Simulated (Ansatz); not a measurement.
BeS (F-43m), Ansatz (an electronic-structure program) with PBE, rigid bands. Condition of this run: functional PBE, cell relaxed with it. Band gap 3.15 eV, N_c = 2.09e19 cm⁻³ and N_v = 9.13e19 cm⁻³ at 300 K, conductivity masses of 0.382 mₑ (electrons) and 0.694 mₑ (holes). Take k_BT = 0.02585 eV.

Question: Find the intrinsic carrier density and the intrinsic Fermi level.

Answer: n_i = √(N_c N_v) exp(−E_g/2k_BT) = 4.37e19 × exp(−60.92) = 1.5e-7 cm⁻³. The level lies (k_BT/2) ln(N_v/N_c) = 19 meV from mid-gap (positive towards the conduction band). Each 0.1 eV added to the gap lowers n_i by a factor of 6.9.

Question: What thermal injection velocity √(2k_BT/πm) limits a ballistic channel?

Answer: 8.70e6 cm/s for electrons and 6.46e6 cm/s for holes, a ratio of √(m_h/m_e) = 1.35, for dilute carriers.

Question: A film of it is 3 nm thick. Estimate the confinement energies in an infinite well.

Answer: ħ²π²/(2m t²) = 0.376 eV·nm²/(m/mₑ × t²) gives 109 meV for electrons and 60.2 meV for holes, so the gap would widen to about 3.32 eV. Finite barriers and nonparabolic bands lower this, and with several valleys or bands the heaviest mass along the normal sets the lowest level, not this average.

Rigid bands with the computed gap; masses take one relaxation time for all states. Spin-orbit coupling is left out; where it splits the top of the valence band, N_v and the p-type Seebeck coefficient come out somewhat high without it.
